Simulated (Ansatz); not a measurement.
The parent structure is AlN in the zinc blende structure (space group F-43m, No. 216; a = 4.378 Å).

Calculations: PBEsol (Ansatz, a quantum-chemistry and plane-wave program; PAW; 420 eV plane waves; without spin-orbit coupling).

Before the change:

Lattice parameter a: 4.378 Å
Gap character: indirect, Γ → X

The change: a hydrostatic pressure of 4.5 GPa.

**Question.** How does this affect the lattice parameter a?

**Answer.** The lattice parameter a decreases by 0.0314 Å to 4.346 Å.

**Question.** What happens to the gap character?

**Answer.** The gap character remains indirect, Γ → X.

**Question.** Estimate the effect on the mean gap deformation potential ΔEg/Δln V.

**Answer.** The mean gap deformation potential ΔEg/Δln V is -0.5 eV.

Load acts through the strain it causes; cell and atoms are relaxed under it. No phonon test of stability was made. Tetrahedral semiconductors of this kind turn to denser phases somewhere between about 1 and 50 GPa; those were not computed, so compressed cells here can lie past the real transition. This is not the structure that AlN has at room temperature and ambient pressure.
